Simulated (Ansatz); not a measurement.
We consider Tl2O (model structure, P-3m1, No. 164, 3 atoms in the cell), described by PBEsol in Ansatz (PAW).

Settings: plane-wave cutoff 520 eV, 12×12×6 k mesh (along the axes of the cell as run), Fermi–Dirac smearing 0.01 eV, scalar-relativistic PAW data made under PBE.

Cell (relaxed at this level):

Tl2O is taken in the trigonal space group P-3m1 (No. 164), the anti-CdI2 type structure, Pearson symbol hP3. Lattice parameters: a = b = 3.5171 Å, c = 6.3254 Å, α = β = 90.00°, γ = 120.00°. Tl on 2d is surrounded by 3 O at 2.523 Å (trigonal pyramidal). O on 1b is surrounded by 6 Tl at 2.523 Å (octahedral). (Neighbours: up to the widest gap in distance over summed covalent radii, below 1.35, at either atom; cation-cation and far metal-metal contacts left out.)

Task: What does this level give for the band gap?

Result: 
* **band gap**: 0.30 eV (on the SCF k mesh)

Note: the relaxation could raise the start's symmetry but not lower it, so the cell can be a saddle point; the cell has widely spaced layers and the level no dispersion term, so their spacing and the moduli can rest on weak binding.

Spin–orbit coupling is not included; with these elements it can move the gap by several tenths of an eV or more.

A model structure was made by putting elements into a prototype or built by hand; it is no filed structure, need not be a known phase, and can be a saddle point held by its symmetry.

Ansatz is a program for electronic structure.
